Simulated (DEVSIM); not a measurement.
Structure: Al/Al2O3/SiO2/p-Si capacitor, at 300 K.

| layer (left to right) | material | thickness (nm) | Na (cm⁻³) |
|---|---|---|---|
| 1 | Al2O3 | 3.20 | - |
| 2 | SiO2 | 1.50 | - |
| 3 | Si | 5000 | 1.3e16 |

Metal gate on the left, work function 4.1 eV. Fixed charge at the semiconductor interface 1.6e10 cm⁻² (in units of +e); no interface traps.

This is a model device: material constants are rounded textbook-type values typed into the input, and sizes, dopings and lifetimes were drawn at random. Values at 300 K.

```csv
parameter,Al2O3,SiO2,Si
gap (eV),6.8,9,1.124
affinity (eV),1.35,0.9,4.05
permittivity,9,3.9,11.7
Nc (cm⁻³),-,-,2.86e19
Nv (cm⁻³),-,-,3.1e19
```

Simulated with DEVSIM: 1D Poisson equation in equilibrium, Boltzmann statistics, complete ionisation; no quantum confinement or tunnelling. Metal contacts follow the ideal Schottky-Mott rule: no Fermi-level pinning, no interface dipoles.

Task: Tabulate band edges, carrier densities and field at -0.4 V on the gate.

Result: Energies count from the Fermi level of the right contact; mesh points crowd at the junctions.

```json
[
 {"x (μm)": "0.000", "Ec (eV)": "3.150", "Ev (eV)": "-3.650", "n (cm⁻³)": "< 1e2", "p (cm⁻³)": "< 1e2", "field (V/cm)": "50000"},
 {"x (μm)": "0.001111", "Ec (eV)": "3.155", "Ev (eV)": "-3.644", "n (cm⁻³)": "< 1e2", "p (cm⁻³)": "< 1e2", "field (V/cm)": "50000"},
 {"x (μm)": "0.002354", "Ec (eV)": "3.162", "Ev (eV)": "-3.638", "n (cm⁻³)": "< 1e2", "p (cm⁻³)": "< 1e2", "field (V/cm)": "50000"},
 {"x (μm)": "0.003392", "Ec (eV)": "3.618", "Ev (eV)": "-5.382", "n (cm⁻³)": "< 1e2", "p (cm⁻³)": "< 1e2", "field (V/cm)": "110000"},
 {"x (μm)": "0.004352", "Ec (eV)": "3.629", "Ev (eV)": "-5.371", "n (cm⁻³)": "< 1e2", "p (cm⁻³)": "< 1e2", "field (V/cm)": "110000"},
 {"x (μm)": "0.005469", "Ec (eV)": "0.486", "Ev (eV)": "-0.638", "n (cm⁻³)": "1.9e11", "p (cm⁻³)": "6.0e8", "field (V/cm)": "41000"},
 {"x (μm)": "0.008041", "Ec (eV)": "0.497", "Ev (eV)": "-0.627", "n (cm⁻³)": "1.3e11", "p (cm⁻³)": "9.0e8", "field (V/cm)": "40000"},
 {"x (μm)": "0.01731", "Ec (eV)": "0.533", "Ev (eV)": "-0.591", "n (cm⁻³)": "3.2e10", "p (cm⁻³)": "3.7e9", "field (V/cm)": "38000"},
 {"x (μm)": "0.03567", "Ec (eV)": "0.600", "Ev (eV)": "-0.524", "n (cm⁻³)": "2.4e9", "p (cm⁻³)": "4.9e10", "field (V/cm)": "35000"},
 {"x (μm)": "0.07599", "Ec (eV)": "0.723", "Ev (eV)": "-0.401", "n (cm⁻³)": "2.0e7", "p (cm⁻³)": "5.7e12", "field (V/cm)": "26000"},
 {"x (μm)": "0.1726", "Ec (eV)": "0.887", "Ev (eV)": "-0.237", "n (cm⁻³)": "36000", "p (cm⁻³)": "3.2e15", "field (V/cm)": "8200"},
 {"x (μm)": "0.5207", "Ec (eV)": "0.923", "Ev (eV)": "-0.201", "n (cm⁻³)": "8900", "p (cm⁻³)": "1.3e16", "field (V/cm)": "≈ 0"},
 {"x (μm)": "1.210", "Ec (eV)": "0.923", "Ev (eV)": "-0.201", "n (cm⁻³)": "8900", "p (cm⁻³)": "1.3e16", "field (V/cm)": "≈ 0"},
 {"x (μm)": "2.747", "Ec (eV)": "0.923", "Ev (eV)": "-0.201", "n (cm⁻³)": "8900", "p (cm⁻³)": "1.3e16", "field (V/cm)": "≈ 0"},
 {"x (μm)": "4.267", "Ec (eV)": "0.923", "Ev (eV)": "-0.201", "n (cm⁻³)": "8900", "p (cm⁻³)": "1.3e16", "field (V/cm)": "≈ 0"},
 {"x (μm)": "4.689", "Ec (eV)": "0.923", "Ev (eV)": "-0.201", "n (cm⁻³)": "8900", "p (cm⁻³)": "1.3e16", "field (V/cm)": "≈ 0"},
 {"x (μm)": "4.870", "Ec (eV)": "0.923", "Ev (eV)": "-0.201", "n (cm⁻³)": "8900", "p (cm⁻³)": "1.3e16", "field (V/cm)": "≈ 0"},
 {"x (μm)": "4.948", "Ec (eV)": "0.923", "Ev (eV)": "-0.201", "n (cm⁻³)": "8900", "p (cm⁻³)": "1.3e16", "field (V/cm)": "≈ 0"},
 {"x (μm)": "4.987", "Ec (eV)": "0.923", "Ev (eV)": "-0.201", "n (cm⁻³)": "8900", "p (cm⁻³)": "1.3e16", "field (V/cm)": "≈ 0"},
 {"x (μm)": "4.998", "Ec (eV)": "0.923", "Ev (eV)": "-0.201", "n (cm⁻³)": "8900", "p (cm⁻³)": "1.3e16", "field (V/cm)": "≈ 0"},
 {"x (μm)": "5.002", "Ec (eV)": "0.923", "Ev (eV)": "-0.201", "n (cm⁻³)": "8900", "p (cm⁻³)": "1.3e16", "field (V/cm)": "≈ 0"},
 {"x (μm)": "5.005", "Ec (eV)": "0.923", "Ev (eV)": "-0.201", "n (cm⁻³)": "8900", "p (cm⁻³)": "1.3e16", "field (V/cm)": "≈ 0"}
]
```
